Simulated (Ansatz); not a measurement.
Start from HgTe in the zinc blende structure (space group F-43m, No. 216).

```yaml
crystal:
  lattice:
    - [0.00000, 3.28639, 3.28639]
    - [3.28639, 0.00000, 3.28639]
    - [3.28639, 3.28639, 0.00000]
  atoms:
    - { symbol: Hg, position: [0.00000, 0.00000, 0.00000] }
    - { symbol: Te, position: [0.25000, 0.25000, 0.25000] }
```

Method: plane-wave PAW DFT at the r2SCAN level (Ansatz, a first-principles code, 500 eV), scalar-relativistic without spin-orbit coupling.

Strains are applied to the cell and any free atomic positions relax.

One change was made to it. Results:

The energy increases by 15 meV/atom; the pressure goes from zero to -2.0 GPa; the band gap stays zero.

Task: What was done to the base?
A) isotropic strain +1.00 %
B) isotropic strain +2.00 %
C) isotropic strain +2.50 %
D) isotropic strain +3.00 %

Result: B, isotropic strain +2.00 %. For comparison, the energy relative to the base in the other runs: isotropic strain +3.00 % gives +32 meV/atom; isotropic strain +2.50 % gives +23 meV/atom; isotropic strain +1.00 % gives +3.8 meV/atom.

Spin-orbit coupling, missing from the scalar runs, can matter with Hg and Te. No phonon test of stability was made. All final runs are without spin polarisation. The zero or small gap of HgTe can change with the level of theory.
